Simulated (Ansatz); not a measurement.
# WS2, response to strain

Consider WS₂ in the 2H-MoS2 type structure (space group P6_3/mmc, No. 194; layered, stacked along the Cartesian z axis).

```xyz
6
Lattice="3.1148 0.0000 0.0000 -1.5574 2.6975 0.0000 0.0000 0.0000 11.7731" Properties=species:S:1:pos:R:3 pbc="T T T"
W      0.0000     1.7983     2.9433
W      1.5574     0.8992     8.8298
S      0.0000     1.7983     7.2577
S      1.5574     0.8992     1.3711
S      1.5574     0.8992     4.5154
S      0.0000     1.7983    10.4019
```

Cartesian axes are those of the cell as printed.

Strains are applied to the cell and any free atomic positions relax; under biaxial strain the out-of-plane vector relaxes too.

Levels (all Ansatz, an electronic-structure program, PAW): PBEsol-D3(BJ) (420 eV, without spin-orbit coupling); r2SCAN (500 eV, without spin-orbit coupling); HSE06 (420 eV, no spin-orbit coupling).

Band gaps by level, all at the geometries relaxed with PBEsol-D3(BJ):

| case | PBEsol-D3(BJ) | r2SCAN | HSE06 |
|---|---|---|---|
| base | 0.65 eV | 0.81 eV | 1.19 eV |
| biaxial strain +0.70 %, plane normal [001], relaxed out of plane | 0.66 eV | 0.81 eV | 1.19 eV |
| isotropic strain +0.44 % | 0.69 eV | 0.84 eV | 1.23 eV |
| uniaxial strain ε_yy = +4.71 % | 0.68 eV | 0.82 eV | 1.22 eV |

Single points use the geometry relaxed with PBEsol-D3(BJ). HSE06 was sampled on its mesh, a few special points and the semilocal edge points, so its gap is an upper bound. With W present, leaving out spin-orbit coupling can change the band edges. Stability against distortions was not tested.
